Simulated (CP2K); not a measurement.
Band structure of ScPb3 (I4/mmm, 4 atoms in the cell).

```yaml
crystal:
  lattice:
    - [6.38776, 0.00000, 0.00000]
    - [3.16869, 5.54642, 0.00000]
    - [-4.77822, -2.77321, 3.20645]
  atoms:
    - { symbol: Sc, position: [0.00000, 0.00000, 0.00000] }
    - { symbol: Pb, position: [0.75000, 0.25000, 0.50000] }
    - { symbol: Pb, position: [0.25000, 0.75000, 0.50000] }
    - { symbol: Pb, position: [0.50000, 0.50000, 0.00000] }
```

Method of the run: LDA (Pade form), GPW, DZVP-MOLOPT-SR-GTH basis, GTH-PADE potentials (GTH_POTENTIALS) (CP2K).

Settings: CUTOFF = 600 Ry; REL_CUTOFF = 50 Ry; SMEAR/METHOD = GAUSSIAN; SIGMA = 0.05 eV; KPOINTS/SCHEME = MONKHORST-PACK 7 7 7; XC_FUNCTIONAL = PADE; Sc/BASIS_SET = DZVP-MOLOPT-SR-GTH-q11; Sc/POTENTIAL = GTH-PADE-q11; Pb/BASIS_SET = DZVP-MOLOPT-SR-GTH-q4; Pb/POTENTIAL = GTH-PADE-q4; METHOD = GPW; EPS_DEFAULT = 1e-10; EXTRAPOLATION = USE_GUESS; NGRIDS = 5.

The starting cell comes from a database of computed structures (which also holds hypothetical and non-ambient phases and stackings), without a prior relaxation at this level. Spin-orbit coupling is off. Values carry the incompleteness of an atom-centred basis.

Levels in eV from the Fermi level, bands 8 to 13:
```
point      8      9     10     11     12    13
-----  -----  -----  -----  -----  -----  ----
Γ      -3.52  -1.68  -1.68  -0.54   0.42  0.42
X      -4.06  -3.42  -3.02  -1.03  -0.65  1.29
Y      -3.72  -3.46  -2.60  -0.94  -0.61  0.93
S      -2.80  -1.30  -1.26  -0.42   0.59  0.90
Z      -2.02  -2.02  -1.22   0.70   0.98  0.98
S1     -2.80  -1.30  -1.26  -0.42   0.59  0.90
N      -3.57  -1.12  -0.56  -0.12   0.03  0.47
P      -4.24  -3.08  -2.40  -2.40   0.30  0.82
Y1     -3.72  -3.46  -2.60  -0.94  -0.61  0.93
```

Bands cross the Fermi level along this path, so the cell is metallic at this level.

Higher empty bands are left out: an atom-centred basis made for the valence describes them poorly.
